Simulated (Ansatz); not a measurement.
The parent structure is WC (space group P-6m2, No. 187; a = 2.9225 Å, c = 2.8462 Å; relaxed with 0.1 eV smearing).

Calculations: PBE, PAW, 420 eV (Ansatz, an electronic-structure program; scalar-relativistic without spin-orbit coupling).

Before the change:

* **Pressure**: 0.0 GPa
* **Band gap**: zero

One thing is altered: an isotropic linear strain of +1.07 %; the atoms relax in the strained cell.

Q: Predict the new energy relative to the base.

A: The energy goes up by 13 meV/atom.

Q: What happens to the pressure?

A: The pressure (mean of the normal stresses, compression positive) goes from zero to -11.5 GPa.

Q: Estimate the effect on the band gap.

A: The band gap remains zero.

Whether these cells are dynamically stable was not tested. All final runs are without spin polarisation.
